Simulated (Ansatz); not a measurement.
## A computed series for GaP: pressure series

Consider GaP in the zinc blende structure (space group F-43m, No. 216; a = 5.506 Å).

Cell and atoms are relaxed at each pressure.

Levels (all Ansatz, a program for electronic structure, PAW, earlier PAW set): PBE (420 eV, no spin-orbit coupling); r2SCAN (500 eV, no SOC).

The base cell above is that of PBE; each level relaxes its own structures.

```tsv
case	band gap, PBE	band gap, r2SCAN
pressure −2 GPa	1.35 eV	1.89 eV
pressure −1 GPa	1.47 eV	1.87 eV
pressure 3 GPa	1.58 eV	1.79 eV
pressure 7 GPa	1.51 eV	1.72 eV
pressure 15 GPa	1.37 eV	1.58 eV
pressure 30 GPa	1.13 eV	1.36 eV
pressure 50 GPa	0.87 eV	1.10 eV
pressure 75 GPa	0.58 eV	0.81 eV
pressure 100 GPa	0.34 eV	0.57 eV
```

PBE lies below r2SCAN in every row, by 0.21 eV to 0.53 eV. They disagree on the order of pressure −1 GPa and pressure −2 GPa and of 5 more pairs.

Load acts through the strain it causes; cell and atoms are relaxed under it. Stability against distortions was not tested. Measured, GaP leaves this structure (for a Cmcm phase) near 26 GPa (temperature not stated; as listed in Datta, Sujoy, Jana, Debnarayan, arXiv (2020)).
